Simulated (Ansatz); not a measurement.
Cost and result by functional for the surface energy of the (31-42) surface of hcp Zr in its 1x1 cell, outermost plane spacing 0.25 Å in the ideal cut, in Ansatz (plane waves, PAW). Single points on the PBE structure, on one kind of machine; costs are rough ratios of the slab run's core time (references not counted) to the cheapest single point. r2SCAN's cost holds its higher cutoff (500 against 420 eV). Differences are taken against r2SCAN for comparison alone: no measured value is at hand, so the table doesn't rank accuracy.

Model: 30-atom slab, 10.7 Å thick at the start, 5x5x1 mesh, Fermi-Dirac 0.1 eV, dipole correction, all atoms relaxed; symmetry of the start imposed; no spin, no spin-orbit, no U. These notes are the PBE run's.

| functional | relative cost | surface energy (J/m²) | less r2SCAN (J/m²) |
|---|---|---|---|
| LDA | 1 | 1.90 | 0.09 |
| RPBE | 1 | 1.57 | -0.25 |
| PBEsol | 1 | 1.85 | 0.03 |
| r2SCAN | 2 | 1.82 | 0.00 |
| PBE (the relaxed run's value) | – | 1.69 | -0.13 |

The values span 0.33 J/m², while the single points' costs differ by a factor of roughly 2. Differences are of unrounded values.

Ansatz is an electronic-structure program.
